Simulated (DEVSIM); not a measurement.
System: illuminated Si p-on-n cell, one wavelength, at 300 K.

Layer 1 from the left is Si, thickness (μm) 0.360, Na (cm⁻³) 8e18, τn (s) 8.2e-8, τp (s) 3.7e-7, absorption coefficient (cm⁻¹) 140. Layer 2 from the left is Si, thickness (μm) 39.0, Nd (cm⁻³) 5.7e15, τn (s) 6.8e-7, τp (s) 6.8e-7, absorption coefficient (cm⁻¹) 140.

Left contact: ohmic, minority electron recombination velocity 2000 cm/s. Right contact: ohmic, minority hole recombination velocity 20000 cm/s. Voltage is applied to the left contact. Recombination: SRH at mid-gap, radiative, Auger. Light enters at the left, 1.4e16 photons cm⁻² s⁻¹, one pass, no reflection. Mobility is μmin + (μ − μmin)/(1 + (N/Nref)^α).

Constants are typed, rounded textbook-type inputs, not results; the design itself was drawn at random and stands for no fabricated device. Values at 300 K.

Si: gap (eV) 1.124, affinity (eV) 4.05, permittivity 11.7, Nc (cm⁻³) 2.86e19, Nv (cm⁻³) 3.1e19, μn (cm²/Vs) 1417, μp (cm²/Vs) 470, μn,min 52, μp,min 45, Nref,n 9.7e16, Nref,p 2.2e17, αn 0.68, αp 0.72, B (cm³/s) 4.7e-15, Cn (cm⁶/s) 2.8e-31, Cp (cm⁶/s) 9.9e-32.

Model (solved in DEVSIM): 1D drift-diffusion, Boltzmann statistics, complete ionisation; no tunnelling, impact ionisation, image-force lowering or self-heating.

Task: What does the simulation give for the dark forward voltage at 1 A/cm², the fill factor?

Result: dark forward voltage at 1 A/cm² 0.651 V; fill factor 0.77.
